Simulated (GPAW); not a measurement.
Band structure of YSb (Fm-3m, 2 atoms in the cell).

```yaml
crystal:
  lattice:
    - [0.00000, 3.10579, 3.10579]
    - [3.10579, 0.00000, 3.10579]
    - [3.10579, 3.10579, 0.00000]
  atoms:
    - { symbol: Y, position: [0.50000, 0.50000, 0.50000] }
    - { symbol: Sb, position: [0.00000, 0.00000, 0.00000] }
```

Level of theory: LDA (Perdew-Wang 92), GPAW PAW datasets LDA (gpaw-data 1.0.1) (plane waves; GPAW).

Settings: mode = pw; ecut = 600 eV; xc = LDA; kpts = 12 12 12; mesh shift (steps) = 0 0 0; occupations.name = fermi-dirac; occupations.width = 0.1 eV; nbands = -10; symmetry.symmorphic = false; symmetry.tolerance = 0.0005; maxiter = 100; bandpath_npoints = 40.

The starting cell comes from a database of computed structures (which also holds hypothetical and non-ambient phases and stackings), without a prior relaxation at this level. Spin-orbit coupling is off.

Levels in eV from the Fermi level, bands 10 to 17:
| point | 10 | 11 | 12 | 13 | 14 | 15 | 16 | 17 |
|---|---|---|---|---|---|---|---|---|
| Γ | -9.86 | 0.68 | 0.68 | 0.68 | 1.05 | 1.05 | 1.05 | 1.66 |
| X | -8.75 | -2.85 | -0.75 | -0.75 | -0.43 | 2.46 | 2.75 | 3.42 |
| W | -8.55 | -2.38 | -2.38 | -2.24 | 2.25 | 2.25 | 2.67 | 3.42 |
| K | -8.58 | -2.65 | -2.64 | -1.34 | 1.00 | 3.01 | 3.39 | 3.43 |
| L | -8.46 | -4.16 | -1.78 | -1.78 | 2.78 | 2.78 | 3.01 | 3.34 |
| U | -8.58 | -2.65 | -2.64 | -1.34 | 1.00 | 3.01 | 3.39 | 3.43 |

Bands cross the Fermi level along this path, so the cell is metallic at this level.
